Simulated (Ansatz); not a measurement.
# Pressure series in HfO2

The parent structure is HfO₂ (space group Pca2_1, No. 29).

```cif
data_Hf4O8
_chemical_formula_sum 'Hf4 O8'
_space_group_name_H-M_alt 'P 1'
_space_group_IT_number 1
_cell_length_a 5.24718
_cell_length_b 5.03060
_cell_length_c 5.05984
_cell_angle_alpha 90.000
_cell_angle_beta 90.000
_cell_angle_gamma 90.000
loop_
_space_group_symop_operation_xyz
  'x, y, z'
loop_
_atom_site_label
_atom_site_type_symbol
_atom_site_fract_x
_atom_site_fract_y
_atom_site_fract_z
_atom_site_occupancy
Hf1 Hf 0.03246 0.26701 0.24857 1
Hf2 Hf 0.96754 0.73299 0.74857 1
Hf3 Hf 0.53246 0.73299 0.24857 1
Hf4 Hf 0.46754 0.26701 0.74857 1
O1 O 0.36706 0.06999 0.10889 1
O2 O 0.63294 0.93001 0.60889 1
O3 O 0.86706 0.93001 0.10889 1
O4 O 0.13294 0.06999 0.60889 1
O5 O 0.23211 0.53888 0.99853 1
O6 O 0.76789 0.46112 0.49853 1
O7 O 0.73211 0.46112 0.99853 1
O8 O 0.26789 0.53888 0.49853 1
```

Cell and atoms are relaxed at each pressure.

Computed with r2SCAN in Ansatz (plane waves to 500 eV, PAW, spin-orbit coupling left out), earlier PAW set.

```
change            smallest direct gap  band gap  shortest interatomic distance
----------------  -------------------  --------  -----------------------------
base                          5.17 eV   4.97 eV                       203.1 pm
pressure −2 GPa               5.16 eV   4.95 eV                       203.5 pm
pressure −1 GPa               5.16 eV   4.96 eV                       203.3 pm
pressure 0.3 GPa              5.17 eV   4.97 eV                       203.1 pm
pressure 0.7 GPa              5.18 eV   4.98 eV                       203.0 pm
pressure 1.5 GPa              5.18 eV   4.99 eV                       202.9 pm
pressure 3 GPa                5.19 eV   5.01 eV                       202.6 pm
```

With Hf present, leaving out spin-orbit coupling can change the band edges. Load acts through the strain it causes; cell and atoms are relaxed under it. Stability against distortions was not tested. This is not the structure that HfO2 has at room temperature and ambient pressure.

Ansatz is a quantum-chemistry and plane-wave program.
